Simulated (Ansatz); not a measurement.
Base system: CdS in the wurtzite structure (space group P6_3mc, No. 186).

```
CdS
1.0
    4.16356     0.00000     0.00000
   -2.08178     3.60575     0.00000
    0.00000     0.00000     6.76722
Cd S
2 2
Direct
  0.66667   0.33333   0.00099
  0.33333   0.66667   0.50099
  0.66667   0.33333   0.62421
  0.33333   0.66667   0.12421
```

Level of theory: r2SCAN/PAW in Ansatz (a quantum-chemistry and plane-wave program), no spin-orbit coupling.

For the base:

The band gap comes out as 1.63 eV.

Perturbation: a negative pressure, −1 GPa.

### Question
What happens to the band gap?

### Answer
The band gap drops by 0.04 eV (1.63 eV → 1.59 eV).

Load acts through the strain it causes; cell and atoms are relaxed under it. No phonon test of stability was made.
